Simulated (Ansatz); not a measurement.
BaC2 (C2/c, No. 15; cell taken from a computed entry), treated with PBE0 (Ansatz, a quantum-chemistry and plane-wave program, plane waves, PAW).

Settings: plane-wave cutoff 500 eV, 6×6×4 k mesh (along the axes of the cell as run), gaussian smearing 0.02 eV, scalar-relativistic PAW data made under PBE.

Cell (relaxed with r²SCAN):

Space group C2/c (No. 15); a = 7.571 Å, b = 4.775 Å, c = 8.192 Å, α = 90.00°, β = 108.75°, γ = 90.00°

```tsv
atom	site	symmetry	x	y	z
Ba	4e	2	0.0000	0.1863	0.2500
C	8f	1	0.2680	0.1509	0.0531
```
(The calculation used a cell of 6 atoms; values per cell refer to that cell.)

### Question
What does this level give for the band gap?

### Answer

- band gap = 3.99 eV (on the SCF k mesh)

Note: cell and atoms aren't relaxed at this level (largest force component 0.20 eV/Å, pressure -0.5 GPa).

Spin–orbit coupling is not included.

The computed numbers hold no vibrational or temperature effects.

The result took about 17 core-minutes (a rough figure).
